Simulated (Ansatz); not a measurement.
## A computed series for GaSb: response to strain

Base system: GaSb in the zinc blende structure (space group F-43m, No. 216).

```cif
data_GaSb
_chemical_formula_sum 'Sb1 Ga1'
_space_group_name_H-M_alt 'P 1'
_space_group_IT_number 1
_cell_length_a 4.33629
_cell_length_b 4.33629
_cell_length_c 4.33629
_cell_angle_alpha 60.000
_cell_angle_beta 60.000
_cell_angle_gamma 60.000
loop_
_space_group_symop_operation_xyz
  'x, y, z'
loop_
_atom_site_label
_atom_site_type_symbol
_atom_site_fract_x
_atom_site_fract_y
_atom_site_fract_z
_atom_site_occupancy
Sb1 Sb 0.75000 0.75000 0.75000 1
Ga1 Ga 0.00000 0.00000 0.00000 1
```

Strains are applied to the cell and any free atomic positions relax.

Computed with r2SCAN, PAW, 500 eV (Ansatz, a program for electronic structure; scalar-relativistic without spin-orbit coupling).

Computed cases, in order: isotropic strain −5.43 %; isotropic strain −2.08 %; isotropic strain −1.57 %; the unstrained base; isotropic strain +0.79 %; isotropic strain +0.85 %.

Between which two neighbouring cases does the gap turn between direct and indirect?

Between isotropic strain −2.08 % (0.83 eV, indirect, Γ → L) and isotropic strain −1.57 % (0.78 eV, direct at Γ). The whole series: isotropic strain −5.43 %: 0.83 eV, indirect, Γ → Γ–X (79 % along); isotropic strain −2.08 %: 0.83 eV, indirect, Γ → L; isotropic strain −1.57 %: 0.78 eV, direct at Γ; the unstrained base: 0.41 eV, direct at Γ; isotropic strain +0.79 %: 0.24 eV, direct at Γ; isotropic strain +0.85 %: 0.22 eV, direct at Γ.

Spin-orbit coupling, missing from the scalar runs, can matter with Sb. No phonon test of stability was made. A zero or small gap of GaSb under isotropic strain +0.79 % and GaSb under isotropic strain +0.85 % can be the functional's error rather than a property of the material.
